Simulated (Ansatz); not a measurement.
## CdGeAs2: tensor shear ε_xz = +2.00 %

Consider CdGeAs2 in the chalcopyrite structure (space group I-42d, No. 122; a = 5.874 Å, c = 11.226 Å). Axes: x, y, z lie along a, b, c of the conventional cell.

Modification: a pure shear with ε_xz = ε_zx = 0.0200; the atoms relax in the strained cell.

Calculations: LDA, PAW, 420 eV (Ansatz, an electronic-structure program; no SOC). k-mesh 8×8×8 (Γ-centred); smearing 0.05 eV (Fermi–Dirac).

- Volume per atom: 24.20 Å³ (base 24.21 Å³)
- Space group: C2 (No. 5) (base I-42d (No. 122))
- Shortest interatomic distance: 4.561 bohr (base 4.585 bohr)
- Energy relative to the base (free energy F): +5.0 meV/atom
- Pressure (mean of the normal stresses, compression positive): 0.02 GPa (base 0.00 GPa)
- Band gap: 0.10 eV (uncertain: the edges found look like a band crossing or inverted bands; both cells) (base 0.11 eV)
- Largest internal atomic displacement: 0.035 Å
- Stress (xx, yy, zz, yz, xz, xy; compression positive): (0.02, 0.00, 0.03, 0.00, -1.67, 0.00) GPa

Final structure:

```
CdGeAs2
1.0
   -2.82449     2.93676     5.55448
    3.04902    -2.93676     5.67195
    2.82449     2.93676    -5.55448
Cd Ge As
2 2 4
Direct
  0.00559   0.00159   0.00751
  0.75592   0.24841   0.50400
  0.50122   0.49867   0.99972
  0.25105   0.75133   0.50255
  0.87040   0.84985   0.47309
  0.14540   0.62500   0.02040
  0.37325   0.40015   0.52055
  0.59718   0.12500   0.97218
```

No phonon test of stability was made. A zero or small gap of CdGeAs2 can be the functional's error rather than a property of the material.
